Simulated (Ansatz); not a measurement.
# Pressure series in CaF2

Start from CaF2 (space group Pmc2_1, No. 26; a cell from a computed database, its experimental status unchecked).

```yaml
crystal:
  lattice:
    - [3.46959, 0.00000, 0.00000]
    - [0.00000, 4.10549, 0.00000]
    - [0.00000, 0.00000, 5.87573]
  atoms:
    - { symbol: Ca, position: [0.00000, 0.14409, 0.70213] }
    - { symbol: Ca, position: [0.00000, 0.85591, 0.20213] }
    - { symbol: F, position: [0.50000, 0.08849, 0.97952] }
    - { symbol: F, position: [0.50000, 0.91151, 0.47952] }
    - { symbol: F, position: [0.00000, 0.63247, 0.85135] }
    - { symbol: F, position: [0.00000, 0.36753, 0.35135] }
```

Cell and atoms are relaxed at each pressure.

Method: plane-wave PAW DFT at the PBEsol level (Ansatz, an electronic-structure program, 420 eV), no SOC, earlier PAW set.

```tsv
change	volume per atom	smallest direct gap	electron mass	band gap
base	13.95 Å³	6.73 eV	0.56 mₑ along a, 1.1 mₑ along b, 0.72 mₑ along c (at Γ)	6.32 eV
pressure −2 GPa	14.37 Å³	6.66 eV	0.55 mₑ along a, 1.0 mₑ along b, 0.69 mₑ along c (at Γ)	6.25 eV
pressure −1 GPa	14.15 Å³	6.70 eV	0.56 mₑ along a, 1.1 mₑ along b, 0.71 mₑ along c (at Γ)	6.29 eV
pressure 0.3 GPa	13.89 Å³	6.73 eV	0.57 mₑ along a, 1.1 mₑ along b, 0.72 mₑ along c (at Γ)	6.33 eV
pressure 0.7 GPa	13.81 Å³	6.74 eV	0.57 mₑ along a, 1.2 mₑ along b, 0.73 mₑ along c (at Γ)	6.34 eV
pressure 1.5 GPa	13.67 Å³	6.76 eV	0.57 mₑ along a, 1.2 mₑ along b, 0.74 mₑ along c (at Γ)	6.36 eV
pressure 3 GPa	13.41 Å³	6.79 eV	0.57 mₑ along a, 1.3 mₑ along b, 0.75 mₑ along c (at Γ)	6.38 eV
pressure 5 GPa	13.10 Å³	6.81 eV	0.58 mₑ along a, 1.4 mₑ along b, 0.76 mₑ along c (at Γ)	6.41 eV
pressure 7.5 GPa	12.76 Å³	6.81 eV	0.58 mₑ along a, 1.5 mₑ along b, 0.78 mₑ along c (at Γ)	6.43 eV
pressure 10 GPa	12.45 Å³	6.80 eV	0.57 mₑ along a, 1.5 mₑ along b, 0.79 mₑ along c (at Γ)	6.44 eV
```

Load acts through the strain it causes; cell and atoms are relaxed under it. Masses are band curvatures over ±0.01 Å⁻¹ around the edge. Whether these cells are dynamically stable was not tested. No other phases were tried under pressure.
